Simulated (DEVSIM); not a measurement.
Structure: Ti/SiO2/p-Si capacitor, at 300 K.

| layer (left to right) | material | thickness (nm) | Na (cm⁻³) |
|---|---|---|---|
| 1 | SiO2 | 2.30 | - |
| 2 | Si | 13000 | 4.2e15 |

Metal gate on the left, work function 4.33 eV. Fixed charge at the semiconductor interface -1.9e10 cm⁻² (in units of +e); no interface traps.

Constants are typed, rounded textbook-type inputs, not results; the design itself was drawn at random and stands for no fabricated device. Values at 300 K.

```
parameter      SiO2       Si
-------------  ----  -------
gap (eV)          9    1.124
affinity (eV)   0.9     4.05
permittivity    3.9     11.7
Nc (cm⁻³)         -  2.86e19
Nv (cm⁻³)         -   3.1e19
```

Model (solved in DEVSIM): 1D Poisson equation in equilibrium, Boltzmann statistics, complete ionisation; no quantum confinement or tunnelling. Metal contacts follow the ideal Schottky-Mott rule: no Fermi-level pinning, no interface dipoles.

Task: Tabulate band edges, carrier densities and field at -0.2 V on the gate.

Result: Energies count from the Fermi level of the right contact; mesh points crowd at the junctions.

| x (μm) | Ec (eV) | Ev (eV) | n (cm⁻³) | p (cm⁻³) | field (V/cm) |
|---|---|---|---|---|---|
| 0.000 | 3.630 | -5.370 | < 1e2 | < 1e2 | 75000 |
| 0.0009822 | 3.637 | -5.363 | < 1e2 | < 1e2 | 75000 |
| 0.001928 | 3.644 | -5.356 | < 1e2 | < 1e2 | 75000 |
| 0.003005 | 0.499 | -0.625 | 1.2e11 | 9.7e8 | 22000 |
| 0.006847 | 0.507 | -0.617 | 8.7e10 | 1.3e9 | 22000 |
| 0.01446 | 0.523 | -0.601 | 4.6e10 | 2.5e9 | 21000 |
| 0.03222 | 0.560 | -0.564 | 1.1e10 | 1.0e10 | 20000 |
| 0.09625 | 0.675 | -0.449 | 1.3e8 | 8.8e11 | 16000 |
| 0.2231 | 0.824 | -0.300 | 420000 | 2.8e14 | 7700 |
| 0.5190 | 0.893 | -0.231 | 29000 | 4.0e15 | 160 |
| 1.169 | 0.894 | -0.230 | 28000 | 4.2e15 | ≈ 0 |
| 3.576 | 0.894 | -0.230 | 28000 | 4.2e15 | ≈ 0 |
| 7.875 | 0.894 | -0.230 | 28000 | 4.2e15 | ≈ 0 |
| 10.81 | 0.894 | -0.230 | 28000 | 4.2e15 | ≈ 0 |
| 12.29 | 0.894 | -0.230 | 28000 | 4.2e15 | ≈ 0 |
| 12.70 | 0.894 | -0.230 | 28000 | 4.2e15 | ≈ 0 |
| 12.87 | 0.894 | -0.230 | 28000 | 4.2e15 | ≈ 0 |
| 12.95 | 0.894 | -0.230 | 28000 | 4.2e15 | ≈ 0 |
| 12.98 | 0.894 | -0.230 | 28000 | 4.2e15 | ≈ 0 |
| 12.99 | 0.894 | -0.230 | 28000 | 4.2e15 | ≈ 0 |
| 13.00 | 0.894 | -0.230 | 28000 | 4.2e15 | ≈ 0 |
| 13.00 | 0.894 | -0.230 | 28000 | 4.2e15 | ≈ 0 |
